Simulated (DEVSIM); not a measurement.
Structure: abrupt Si p-n junction, at 300 K.

| layer (left to right) | material | thickness (μm) | Nd (cm⁻³) | Na (cm⁻³) | τn (s) | τp (s) |
|---|---|---|---|---|---|---|
| 1 | Si | 16.0 | - | 3.1e18 | 6.1e-6 | 6.1e-6 |
| 2 | Si | 20.0 | 1.2e17 | - | 6.1e-6 | 6.1e-6 |

Left contact: ohmic. Right contact: ohmic. Voltage is applied to the left contact. Recombination: SRH at mid-gap, radiative. Mobility is μmin + (μ − μmin)/(1 + (N/Nref)^α).

This is a model device: material constants are rounded textbook-type values typed into the input, and sizes, dopings and lifetimes were drawn at random. Values at 300 K.

```csv
parameter,Si
gap (eV),1.124
affinity (eV),4.05
permittivity,11.7
Nc (cm⁻³),2.86e19
Nv (cm⁻³),3.1e19
μn (cm²/Vs),1417
μp (cm²/Vs),470
"μn,min",52
"μp,min",45
"Nref,n",9.7e16
"Nref,p",2.2e17
αn,0.68
αp,0.72
B (cm³/s),4.7e-15
```

DEVSIM, 1D drift-diffusion, Boltzmann statistics, complete ionisation; no tunnelling, impact ionisation, image-force lowering or self-heating.

The doping Nd of layer 2 was swept, all else fixed.

```
doping Nd of layer 2 (cm^-3)  largest field in the device at zero bias (V/cm)  dark forward voltage at 100 A/cm² (V)  potential step across the device at zero bias (V)  dark forward voltage at 1 A/cm² (V)
----------------------------  -----------------------------------------------  -------------------------------------  -------------------------------------------------  -----------------------------------
3.6e15                                                                  98000                                  0.807                                              0.832                                0.630
1.2e16                                                                 110000                                  0.818                                              0.863                                0.660
3.6e16                                                                 120000                                  0.834                                              0.892                                0.690
1.2e17                                                                 180000                                  0.860                                              0.923                                0.726
3.6e17                                                                 300000                                  0.888                                              0.951                                0.760
1.2e18                                                                 500000                                  0.918                                              0.982                                0.793
3.6e18                                                                 700000                                  0.933                                              1.011                                0.811
```

From the first row to the last the largest field in the device at zero bias goes from 98000 to 700000. From the first row to the last the dark forward voltage at 100 A/cm² goes from 0.807 to 0.933.
